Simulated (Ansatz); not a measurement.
# How far PBE and r2SCAN part for PbTe, pressure 5 GPa

The reference is PbTe in the rock salt structure (space group Fm-3m, No. 225; a = 6.569 Å).

(Cell as relaxed with PBE.)

Levels (all Ansatz, a quantum-chemistry and plane-wave program, PAW, earlier PAW set): PBE (420 eV, scalar-relativistic without spin-orbit coupling); r2SCAN (500 eV, scalar-relativistic without spin-orbit coupling).

Each level relaxes its own structure.

| base | PBE | r2SCAN |
|---|---|---|
| volume per atom | 35.44 Å³ | 34.89 Å³ |
| lattice parameter a | 6.569 Å | 6.535 Å |
| band gap | 0.83 eV | 1.10 eV |

One thing is altered: cell and atoms relaxed at a pressure of 5 GPa.

| quantity | PBE | r2SCAN |
|---|---|---|
| lattice parameter a | 6.348 Å | 6.330 Å |
| band gap | 0.61 eV | 0.87 eV |
| hole mass | 0.35 mₑ along k, 0.062 mₑ across (at L) | 0.44 mₑ along k, 0.060 mₑ across (at L) |

PBE's lattice parameter a lies 0.018 Å above r2SCAN's (0.3 %); PBE's band gap lies 0.26 eV below r2SCAN's. Neither level is exact; r2SCAN is the comparison here, not a measurement.

Spin-orbit coupling, missing from the scalar runs, can matter with Pb and Te. Load acts through the strain it causes; cell and atoms are relaxed under it. Effective masses come from finite differences of ±0.01 Å⁻¹. Along k means along the line from Γ to the band edge. No phonon test of stability was made. No other phases were tried under pressure.
